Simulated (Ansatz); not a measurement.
Effect of uniaxial strain ε_zz = −3.00 % on Ir

Base system: Ir in the fcc (Cu type) structure (space group Fm-3m, No. 225; a = 3.8450 Å; relaxed with 0.1 eV smearing). Axes: x, y, z lie along the cube axes.

Modification: the cell is compressed by 3.00 % along z with no lateral relaxation, atoms relaxed at fixed cell.

Calculations: Ansatz (an electronic-structure program) r2SCAN, no SOC. k-mesh 29×29×29 (Γ-centred); smearing 0.1 eV (Fermi–Dirac).

* **Volume per atom**: 13.78 Å³ (base 14.21 Å³)
* **Space group**: I4/mmm (No. 139) (base Fm-3m (No. 225))
* **Shortest interatomic distance**: 5.061 bohr (base 5.138 bohr)
* **Energy relative to the base (free energy F)**: +27 meV/atom
* **Pressure (mean of the normal stresses, compression positive)**: 12.6 GPa (base 0.0 GPa)
* **Band gap**: zero (base zero)
* **Stress (xx, yy, zz, yz, xz, xy; compression positive)**: (8.5, 8.5, 20.9, 0.0, 0.0, 0.0) GPa

Final structure:

```
CELL_PARAMETERS angstrom
      0.00000     1.92250     1.86483
      1.92250     0.00000     1.86483
      1.92250     1.92250     0.00000
ATOMIC_POSITIONS crystal
  Ir 0.00000 0.00000 0.00000
```

No phonon test of stability was made. All final runs are without spin polarisation.
